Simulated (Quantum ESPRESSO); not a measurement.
Worked example: self-consistent single point of Y (P6_3/mmc, 2 atoms in the cell) in Quantum ESPRESSO.

Method of the run: LDA (PZ), GBRV 1.5 ultrasoft (LDA) pseudopotentials (plane waves; Quantum ESPRESSO).

```xyz
2
Lattice="3.5668 0.0000 0.0000 -1.7834 3.0889 0.0000 0.0000 0.0000 5.7569" Properties=species:S:1:pos:R:3 pbc="T T T"
Y      0.0000     2.0593     1.4392
Y      1.7834     1.0296     4.3177
```
Moments meant for the start (each program seeds them in its own way; μB, in the order of the atoms Y Y): 1.0 1.0.

Reference input (self-consistent single point, DFT, LDA (PZ), plane waves, GBRV 1.5 ultrasoft (LDA) pseudopotentials): ecutwfc = 40 Ry; ecutrho = 320 Ry; occupations = smearing; smearing = gaussian; degauss = 0.0073499 Ry; nspin = 2; potentials = {Y: y_lda_v1.4.uspp.F.UPF}; K_POINTS = automatic 11 11 6 0 0 0; conv_thr = 1e-10 Ry; mixing_beta = 0.3. This run's input differs from it in these lines:

```diff
@@ -14,4 +14,4 @@
   ntyp = 1
-  ecutwfc = 40
-  ecutrho = 320
+  ecutwfc = 28
+  ecutrho = 224
   occupations = 'smearing'
```

Output, abridged:

```
     Self-consistent Calculation

     iteration #  1     ecut=    28.00 Ry     beta= 0.30

     Threshold (ethr) on eigenvalues was too large:
     Diagonalizing with lowered threshold

     total energy              =    -185.62631126 Ry
     estimated scf accuracy    <       0.02004134 Ry

     total magnetization       =     0.74 Bohr mag/cell
     absolute magnetization    =     0.74 Bohr mag/cell

     iteration #  2     ecut=    28.00 Ry     beta= 0.30

     total energy              =    -185.63222681 Ry
     estimated scf accuracy    <       0.00906009 Ry

     total magnetization       =     0.65 Bohr mag/cell
   [... lines left out ...]
     absolute magnetization    =     0.42 Bohr mag/cell

   [... 9 blocks of this kind left out ...]

     iteration # 13     ecut=    28.00 Ry     beta= 0.30

     total energy              =    -185.63507969 Ry
     estimated scf accuracy    <          1.1E-10 Ry

     total magnetization       =    -0.00 Bohr mag/cell
     absolute magnetization    =     0.00 Bohr mag/cell

     iteration # 14     ecut=    28.00 Ry     beta= 0.30

     Magnetic moment per site  (integrated on atomic sphere of radius R)
     atom   1 (R=0.409)  charge=  9.5825  magn= -0.0000
     atom   2 (R=0.409)  charge=  9.5825  magn= -0.0000
     End of self-consistent calculation

     Number of k-points >= 100: set verbosity='high' to print the bands.

     the Fermi energy is     9.7009 ev

!    total energy              =    -185.63507969 Ry
     estimated scf accuracy    <          2.3E-12 Ry
     smearing contrib. (-TS)   =      -0.00135594 Ry
     internal energy E=F+TS    =    -185.63372376 Ry

     total magnetization       =    -0.00 Bohr mag/cell
     absolute magnetization    =     0.00 Bohr mag/cell

     convergence has been achieved in  14 iterations

     Forces acting on atoms (cartesian axes, Ry/au):

     atom    1 type  1   force =     0.00000000    0.00000000    0.00000000
     atom    2 type  1   force =     0.00000000   -0.00000000    0.00000000

     Total force =     0.000000     Total SCF correction =     0.000000

          total   stress  (Ry/bohr**3)                   (kbar)     P=      -28.13
  -0.00014239   0.00000000   0.00000000          -20.95        0.00        0.00
   0.00000000  -0.00014239  -0.00000000            0.00      -20.95       -0.00
   0.00000000  -0.00000000  -0.00028897            0.00       -0.00      -42.51

   JOB DONE.
```

The run converged in 14 iterations. Against the reference run the free energy goes up by 10.5 meV/atom and the pressure goes from -2.58 to -2.81 GPa.

The starting cell comes from a database of computed structures (which also holds hypothetical and non-ambient phases and stackings), without a prior relaxation at this level. Its lattice was rescaled by a random factor within 2.5 % of one. The starting moments vanished: the run ended non-magnetic. At the lowered cutoff the pressure carries the error of an incomplete plane-wave basis.

Cost on one core of a shared machine: roughly 40 s.
